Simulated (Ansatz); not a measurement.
Ansatz (a first-principles code) run on ZnPt3 (Pm-3m, 4 atoms in the cell): relaxation of cell and atoms.

Method of the run: PBEsol, default PAW files made with PBE (plane waves; Ansatz).

The change in words: atoms on their sites; basis.ecutwfc: 30.9 Ry → 26.1 Ry; relax: default → cell and atoms. Reference geometry:
```
ZnPt3
1.0
    3.91025     0.00000     0.00000
    0.00000     3.91025     0.00000
    0.00000     0.00000     3.91025
Zn Pt
1 3
Direct
  0.00000   0.00000   0.01279
  0.50000   0.50000   0.00000
  0.00000   0.50000   0.50000
  0.50000   0.00000   0.50000
```

Reference input (self-consistent single point, DFT, PBEsol, plane waves, default PAW files made with PBE): basis.ecutwfc = 30.9 Ry; kpoints.mp_grid.grid = 7 7 7; hamiltonian.xc = pbesol; hamiltonian.pseudopotentials = {kind: paw} (the program's default PAW files); scf.occupations.method = gaussian; scf.occupations.width = 0.0073 Ry. This run's input differs from it in these lines:

Ansatz 0.2 input:
```diff
@@ -7,3 +7,3 @@
   atoms:
-    - { symbol: Zn, position_ang: [0.000000, 0.000000, 0.050000] }
+    - { symbol: Zn, position_ang: [0.000000, 0.000000, 0.000000] }
     - { symbol: Pt, position_ang: [1.955123, 1.955123, 0.000000] }
@@ -12,3 +12,3 @@
 basis:
-  ecutwfc: 30.9 Ry
+  ecutwfc: 26.1 Ry
 kpoints:
@@ -20,2 +20,4 @@
   occupations: { method: gaussian, width: 0.0073 Ry }
+relax:
+  cell: {}
 output:
```

Output, abridged:

```
   [... SCF lines of the steps left out ...]
relax step   1: F+E_penalty+E_count = -40433.58677742 eV  Δ(F+E_penalty+E_count) = +0.000e0 eV  max|allowed force component| = 5.209e-28 eV/Å  Δτ_max = 0.0000 Å  P = -6.234 GPa  Ω = 59.788 Å³  (7 SCF iters, dr2 threshold 1.00e-7 eV, accepted)
relax step   2: F+E_penalty+E_count = -40433.56764811 eV  Δ(F+E_penalty+E_count) = +1.913e-2 eV  max|allowed force component| = 1.012e-28 eV/Å  Δτ_max = 0.0000 Å  P = +10.531 GPa  Ω = 56.059 Å³  energy of the carried Pulay correction = +1.900e-2 eV  [...]
   [... lines left out ...]
relax step   6: F+E_penalty+E_count = -40433.61972551 eV  Δ(F+E_penalty+E_count) = -3.389e-4 eV  max|allowed force component| = 6.403e-29 eV/Å  Δτ_max = 0.0000 Å  P = -0.000 GPa  Ω = 58.173 Å³  energy of the carried Pulay correction = +2.914e-4 eV  [...]
relax step   7: F+E_penalty+E_count = -40433.61938314 eV  Δ(F+E_penalty+E_count) = +3.424e-4 eV  max|allowed force component| = 8.441e-29 eV/Å  Δτ_max = 0.0000 Å  P = -0.005 GPa  Ω = 58.173 Å³  stress off target by 5.38e-3 GPa  SCF on the basis [...]
basis re-selected at this cell: Δ(F+E_penalty+E_count) = +3.424e-4 eV, ΔP = -0.005 GPa vs the last step
the relaxation is at rest under the 48 symmetry operations that the run kept from its start: a minimum is not shown …
Free energy (F): -40433.619383 eV
Internal energy: -40433.597559 eV  (E = F + TS)
E sigma→0 (E₀):  -40433.608471 eV
Entropy (-TS):   -0.021824 eV (-5.456 meV/atom)
Fermi energy:    20.739370 eV
--- Forces (eV/Å), atoms counted from 1 ---
  atom   1  Zn     0.00000000     0.00000000     0.00000000
   [... zero for the other atoms too ...]
   [... lines left out ...]
  cell:  # Å, volume = 58.1733 Å³
   [... lines left out ...]
  atoms:
    - { symbol: Zn, position: [-3.4110078788755702e-46, -2.158127419945213e-47, -9.332442897060382e-48] }
    - { symbol: Pt, position: [0.4999999999999999, 0.4999999999999999, -3.17297262558595e-47] }
    - { symbol: Pt, position: [-1.7123468029912165e-46, 0.4999999999999999, 0.4999999999999999] }
    - { symbol: Pt, position: [0.4999999999999999, -8.542156013454657e-48, 0.4999999999999999] }
```

The run converged.  The full log also holds: “iter 4 did not close the SCF: its close was put off for the readings that it lacked (scf_convergence_deferred on its scf_iter line)”. The full log also holds: “iter 5 did not close the SCF: its close was put off for the readings that it lacked (scf_convergence_deferred on its scf_iter line)”.

Summary of the result:
| Item | Result |
|---|---|
| Free energy E − TS (on the zero of these files) | -40433.6194 eV |
| Fermi level (on the code's own zero) | 20.74 eV |
| Pressure | -0.01 GPa |
| Final cell | a = b = c = 3.8747 Å, α = β = γ = 90.00° |
| Final volume per atom | 14.54 Å³ |
| Relaxation steps | 7 |

The starting cell comes from a database of computed structures (which also holds hypothetical and non-ambient phases and stackings), without a prior relaxation at this level. Its lattice was rescaled by up to half a per cent. Spin polarisation is off. The relaxation keeps the symmetry of its start, so its end need not be a minimum. Ansatz's pressure includes its estimate of the finite-basis (Pulay) stress. Without the estimate this run gives -0.80 GPa. The cutoff lies below the one recommended for these files.
